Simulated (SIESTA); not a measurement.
# A self-consistent single point of HfO2 (P4_2/nmc, 6 atoms in the cell) with SIESTA

Method: GGA PBE, numerical atomic orbitals DZP, PseudoDojo PBE standard norm-conserving potentials (rewritten from UPF to PSML) in SIESTA.

The input file:

```
# files in the folder: Hf.psml O.psml (PseudoDojo PBE standard)
SystemName  HfO2
SystemLabel HfO2

NumberOfAtoms                6
NumberOfSpecies              2
%block ChemicalSpeciesLabel
  1 72 Hf
  2 8 O
%endblock ChemicalSpeciesLabel
LatticeConstant              1.0 Ang
%block LatticeVectors
     3.556241000    0.000000000    0.000000000
     0.000000000    3.556241000    0.000000000
     0.000000000    0.000000000    5.169274000
%endblock LatticeVectors
AtomicCoordinatesFormat      Ang
%block AtomicCoordinatesAndAtomicSpecies
     1.778120500    1.778120500    2.584637000  1
     0.000000000    0.000000000    0.000000000  1
     0.000000000    1.778120500    3.604069526  2
     0.000000000    1.778120500    1.019432526  2
     1.778120500    0.000000000    4.149841474  2
     1.778120500    0.000000000    1.565204474  2
%endblock AtomicCoordinatesAndAtomicSpecies

XC.functional                GGA
XC.authors                   PBE
PAO.BasisSize                DZP
PAO.EnergyShift              0.01 Ry
MeshCutoff                   300 Ry
%block kgrid.MonkhorstPack
    5   0   0  0.0
    0   5   0  0.0
    0   0   4  0.0
%endblock kgrid.MonkhorstPack
OccupationFunction           FD
ElectronicTemperature        580.23 K

MaxSCFIterations             150
SCF.Mixer.Method             Broyden
SCF.Mixer.Weight             0.25
SCF.Mixer.History            8
SCF.DM.Tolerance             1.0E-05
Diag.ParallelOverK           true
WriteForces                  true
Charge.Mulliken              end
```

Output (repeated stretches shortened):

```
reinit: Reading from file input.fdf

reinit: System Name: HfO2
reinit: System Label: HfO2

coor:   Atomic-coordinates input format  =     Cartesian coordinates
coor:                                          (in Angstroms)

siesta: Atomic coordinates (Bohr) and species
siesta:      3.36016   3.36016   4.88426  1        1
siesta:      0.00000   0.00000   0.00000  1        2
siesta:      0.00000   3.36016   6.81070  2        3
siesta:      0.00000   3.36016   1.92645  2        4
siesta:      3.36016   0.00000   7.84206  2        5
siesta:      3.36016   0.00000   2.95781  2        6

siesta: System type = bulk

initatomlists: Number of atoms, orbitals, and projectors:      6    90   116

siesta: ******************** Simulation parameters ****************************
redata: Spin configuration                          = none
redata: Time-Reversal Symmetry                      = T
redata: Number of Atomic Species                    =        2
redata: Mesh Cutoff                                 =   300.0000 Ry
redata: Net charge of the system                    =     0.0000 |e|
redata: Min. number of SCF Iter                     =        0
redata: Max. number of SCF Iter                     =      150
redata: SCF convergence failure will abort job
redata: SCF mix quantity                            = Hamiltonian
redata: Mix DM or H after convergence               =   F
redata: Recompute H after scf cycle                 =   F
redata: Mix DM in first SCF step                    =   T
redata: No kicks to SCF
redata: DM Mixing Weight for Kicks                  =     0.5000
redata: Require Harris convergence for SCF          =   F
redata: Harris energy tolerance for SCF             =     0.000100 eV
redata: Require DM convergence for SCF              =   T
redata: DM tolerance for SCF                        =     0.000010
redata: Require EDM convergence for SCF             =   F
   [... lines left out ...]
diag: Parallel distribution                         =     1 x     1
diag: Used triangular part                          = Lower
diag: Absolute tolerance                            =  0.100E-15
diag: Orthogonalization factor                      =  0.100E-05
diag: Memory factor                                 =  1.0000

superc: Internal auxiliary supercell:     5 x     5 x     5  =     125
superc: Number of atoms, orbitals, and projectors:    750  11250  14500

                        Single-point calculation

superc: Internal auxiliary supercell:     5 x     5 x     5  =     125
superc: Number of atoms, orbitals, and projectors:    750  11250  14500

outcell: Unit cell vectors (Ang):
        3.556241    0.000000    0.000000
        0.000000    3.556241    0.000000
        0.000000    0.000000    5.169274

outcell: Cell vector modules (Ang)   :    3.556241    3.556241    5.169274
outcell: Cell angles (23,13,12) (deg):     90.0000     90.0000     90.0000
outcell: Cell volume (Ang**3)        :     65.3750
new_DM -- step:     1
Initializing Density Matrix...

Attempting to read DM from file... Failed...
DM filled with atomic data:

InitMesh: MESH = 40 x 40 x 54 = 86400
InitMesh: Mesh cutoff (required, used) =   300.000   301.599 Ry

stepf: Fermi-Dirac step function
        iscf     Eharris(eV)        E_KS(eV)     FreeEng(eV)     dDmax    Ef(eV) dHmax(eV)
   scf:    1    -4850.625844    -4868.007469    -4868.007469  1.553201 -2.252427  9.082288
   scf:    2    -4884.464615    -4877.958601    -4877.958601  0.211134 -4.104512  3.823652
   scf:    3    -4879.431938    -4879.125203    -4879.125203  0.123661 -2.285081  0.950150
   scf:    4    -4879.122162    -4879.152795    -4879.152795  0.059216 -2.742315  0.483242
   scf:    5    -4879.151055    -4879.176613    -4879.176613  0.030100 -3.038381  0.233999
   scf:    6    -4879.189340    -4879.184707    -4879.184707  0.008779 -2.958933  0.051447
   scf:    7    -4879.185339    -4879.185136    -4879.185136  0.002317 -2.940481  0.006547
   scf:    8    -4879.185147    -4879.185143    -4879.185143  0.000290 -2.938305  0.001511
   scf:    9    -4879.185143    -4879.185143    -4879.185143  0.000032 -2.938255  0.001192
   scf:   10    -4879.185143    -4879.185143    -4879.185143  0.000050 -2.937963  0.000442
   scf:   11    -4879.185143    -4879.185143    -4879.185143  0.000023 -2.937862  0.000145
   scf:   12    -4879.185143    -4879.185143    -4879.185143  0.000007 -2.937905  0.000115
SCF Convergence by DM+H criterion
max |DM_out - DM_in|         :     0.0000065412
max |H_out - H_in|      (eV) :     0.0001146303
SCF cycle converged after 12 iterations

Using DM_out to compute the final energy and forces

siesta: E_KS(eV) =            -4879.1851

siesta: E_KS - E_eggbox =     -4879.1851

siesta: Atomic forces (eV/Ang):
     1   -0.000000    0.000000    0.000000
     2   -0.000000    0.000000   -0.000000
     3   -0.000000    0.000000    0.376194
     4   -0.000000   -0.000000    0.376194
     5    0.000000    0.000000   -0.376194
     6    0.000000    0.000000   -0.376194
   Tot   -0.000000    0.000000    0.000000
   Max    0.376194
   Res    0.177340    sqrt( Sum f_i^2 / 3N )
   Max    0.376194    constrained

Stress tensor Voigt[x,y,z,yz,xz,xy] (kbar):     -121.55     -121.55     -105.57       -0.00        0.00       -0.00
(Free)E + p*V (eV/cell)    -4874.4427
Target enthalpy (eV/cell)    -4879.1851

siesta: Program's energy decomposition (eV):
siesta: Ebs     =     -1069.135984
siesta: Eions   =      6418.381462
siesta: Ena     =       872.543494
siesta: Ekin    =      2009.644533
siesta: Enl     =      -138.811716
siesta: Eso     =         0.000000
siesta: Edftu   =         0.000000
siesta: DEna    =        28.841498
siesta: DUscf   =         3.814847
siesta: DUext   =         0.000000
siesta: Ex      =     -1155.237244
siesta: Ec      =       -81.599093
siesta: Exc     =     -1236.836337
siesta: Eharris =     -4879.185143
siesta: Etot    =     -4879.185143
siesta: FreeEng =     -4879.185143

siesta: Atomic forces (eV/Ang):
siesta:      1   -0.000000    0.000000    0.000000
siesta:      2   -0.000000    0.000000   -0.000000
siesta:      3   -0.000000    0.000000    0.376194
siesta:      4   -0.000000   -0.000000    0.376194
siesta:      5    0.000000    0.000000   -0.376194
siesta:      6    0.000000    0.000000   -0.376194
siesta: ----------------------------------------
siesta:    Tot   -0.000000    0.000000    0.000000

siesta: Stress tensor (static) (eV/Ang**3):
siesta:    -0.075867   -0.000000   -0.000000
siesta:    -0.000000   -0.075867   -0.000000
siesta:     0.000000   -0.000000   -0.065892

   [... lines left out ...]
siesta: Cell volume =         65.375033 Ang**3
   [... lines left out ...]
siesta:         116.22519253        119.57971515  kBar

mulliken: Atomic and Orbital Populations:

Species: Hf
Atom  Qatom  Qorb
               5s      6s      6s      5py     5pz     5px     6py     6pz
               6px     5dxy    5dyz    5dz2    5dxz    5dx2-y2 5dxy    5dyz
               5dz2    5dxz    5dx2-y2
   1 10.764   1.961   0.766  -0.244   1.956   1.960   1.956   0.206   0.222
              0.206   0.166   0.461   0.131   0.461   0.465   0.071  -0.025

              0.080  -0.025  -0.007
   2 10.764   1.961   0.766  -0.244   1.956   1.960   1.956   0.206   0.222
              0.206   0.166   0.461   0.131   0.461   0.465   0.071  -0.025

              0.080  -0.025  -0.007

Species: O
Atom  Qatom  Qorb
               2s      2s      2py     2pz     2px     2py     2pz     2px
               3Pdxy   3Pdyz   3Pdz2   3Pdxz   3Pdx2-y2
   3  6.618   1.752  -0.000   1.734   1.757   1.715  -0.128  -0.136  -0.110
              0.007   0.005   0.007   0.008   0.006
   4  6.618   1.752  -0.000   1.715   1.757   1.734  -0.110  -0.136  -0.128
   [... 5 lines left out ...]

mulliken: Qtot =       48.000

Mulliken Atomic Populations:
Atom #   charge [q] valence [e]  Species
     1     1.235623   10.764377  Hf
     2     1.235623   10.764377  Hf
     3    -0.617812    6.617812  O
     4    -0.617812    6.617812  O
     5    -0.617812    6.617812  O
     6    -0.617812    6.617812  O
 Total     0.000000
```

The run converged in 12 iterations.

The starting cell comes from a database of computed structures (which also holds hypothetical and non-ambient phases and stackings), without a prior relaxation at this level. Its lattice was rescaled by a random factor within 2.5 % of one. Values carry the incompleteness of an atom-centred basis. With a pressure of about 12 GPa the cell is away from its equilibrium volume at this level.
